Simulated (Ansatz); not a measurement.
CsSnI3 (P4/mbm, No. 127, 10 atoms in the cell; start COD 4117958; high-temperature phase) was calculated with PBEsol (PAW; Ansatz, a program for electronic structure).

Settings: plane-wave cutoff 520 eV, 4×4×6 k mesh (along the axes of the cell as run), Fermi–Dirac smearing 0.01 eV, scalar-relativistic PAW data made under PBE.

Cell (relaxed at this level):

```
CELL_PARAMETERS angstrom
      8.53721     0.00000     0.00000
      0.00000     8.53721     0.00000
      0.00000     0.00000     6.22006
ATOMIC_POSITIONS crystal
  I  0.00000 0.00000 0.00000
  I  0.50000 0.50000 0.00000
  I  0.80536 0.30536 0.50000
  I  0.69464 0.80536 0.50000
  I  0.19464 0.69464 0.50000
  I  0.30536 0.19464 0.50000
  Sn 0.00000 0.00000 0.50000
  Sn 0.50000 0.50000 0.50000
  Cs 0.50000 0.00000 0.00000
  Cs 0.00000 0.50000 0.00000
```

Q: Give the computed band gap and Γ–Γ gap.

A: 
- band gap = 0.28 eV
- Γ–Γ gap = 1.72 eV

Note: held by symmetry at 0 K, a high-temperature phase can be a saddle point.

Spin–orbit coupling is not included; it can close the smallest gap of 0.28 eV.

The computed numbers hold no vibrational or temperature effects.
